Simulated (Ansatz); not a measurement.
## Energy from pressure between two volumes: InP (R3m, 2 atoms in the cell)

```yaml
crystal:
  lattice:
    - [0.00000, 2.92619, 2.92619]
    - [2.92619, 0.00000, 2.92619]
    - [2.92619, 2.92619, 0.00000]
  atoms:
    - { symbol: In, position: [0.00493, 0.00493, 0.00493] }
    - { symbol: P, position: [0.25000, 0.25000, 0.25000] }
```

Computed with LDA (PW92), PAW files made with PBE (plane waves; Ansatz, a first-principles code).

Settings: basis.ecutwfc = 1010 eV; kpoints.mp_grid.grid = 7 7 7; hamiltonian.xc = lda; hamiltonian.pseudopotentials = {kind: paw} (the program's default PAW files); scf.occupations.method = fermi_dirac; scf.occupations.width = 0.02 eV. This cutoff ends a ladder whose last two steps agree within 1 meV/atom.

The second cell is the first with its lattice scaled by 0.98, at the same fractional positions.

The starting cell has typed, rounded lattice constants, without a prior relaxation at this level. Its lattice was rescaled by up to half a per cent. One atom was moved a little off its site on purpose. Ansatz's pressure includes its estimate of the finite-basis (Pulay) stress.

| cell | volume (Å³/atom) | pressure (GPa) | F less the first cell's (meV/atom) |
|---|---|---|---|
| first | 25.0559 | -0.86 | 0.00 |
| second | 23.5824 | 3.84 | ? |

Question: Estimate the energy of the second cell from the pressures, and the bulk modulus between the two volumes.

Answer: With P = −dF/dV, the trapezoid gives ΔF ≈ −(P₁ + P₂)/2 · ΔV = −(1.490 GPa) · (-1.4735 Å³) = 13.70 meV/atom (1 eV/Å³ = 160.22 GPa). The modulus at fixed fractional positions is B = −ΔP/Δln V = 78 GPa, a mean over the interval. P(V) is curved, so the trapezoid lies high by about |ΔV|³·B·(1 + B′)/(12·V̄²) = 1.09 meV/atom for an assumed B′ = 4, which leaves 12.61 meV/atom. The runs gave 12.52 meV/atom, a miss of 0.09 meV/atom. Cases were kept where this miss is small, so the page shows the method and is no test of it.

Left out of this page: 15 runs of the series outside the window shown, repeating another row's setting, or not comparable.

Keys are those of Ansatz 0.2.
